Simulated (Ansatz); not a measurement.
Take ZnSe in the zinc blende structure (space group F-43m, No. 216) as the base.

```
ZnSe
1.0
    0.00000     2.83278     2.83278
    2.83278     0.00000     2.83278
    2.83278     2.83278     0.00000
Zn Se
1 1
Direct
  0.00000   0.00000   0.00000
  0.25000   0.25000   0.25000
```

Cartesian axes are those of the cell as printed.

Method: DFT with r2SCAN, PAW potentials and a 500 eV plane-wave cutoff in Ansatz (a program for electronic structure), no SOC.

The change: every lattice vector is stretched by 0.50 %; the atoms relax in the strained cell.

Predict the stress tensor and what it implies for the stiffness.

Stress of the strained cell less that of the base (GPa, compression positive):
```
  -0.94    0.00    0.00
   0.00   -0.94    0.00
   0.00    0.00   -0.94
```

Then B = −ΔP/(ΔV/V₀) with ΔV/V₀ = 0.0151 gives secant stiffness values (nonlinear terms included at this strain): B ≈ 63 GPa.

Whether these cells are dynamically stable was not tested.
